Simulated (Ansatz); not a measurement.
The reference is InPd in the CsCl type structure (space group Pm-3m, No. 221; a = 3.3063 Å; relaxed with 0.1 eV smearing). Axes: x, y, z lie along the cube axes.

The values are results of PBE (Ansatz, an electronic-structure program), no SOC, not measurements.

Modification: the cell is scaled by 0.9800 in all directions; the atoms relax in the strained cell.

**Question.** Predict the stress tensor and what it implies for the stiffness.

**Answer.** Stress of the strained cell less that of the base (GPa, compression positive):
```
    8.0     0.0     0.0
    0.0     8.0     0.0
    0.0     0.0     8.0
```

Then B = −ΔP/(ΔV/V₀) with ΔV/V₀ = -0.0588 gives secant stiffness values (nonlinear terms included at this strain): B ≈ 135 GPa.

As a check, the harmonic strain energy −½ V₀ Δσ:ε is 27 meV/atom; the computed energy rise is 25 meV/atom.

No phonon test of stability was made. The final runs are not spin-polarised.
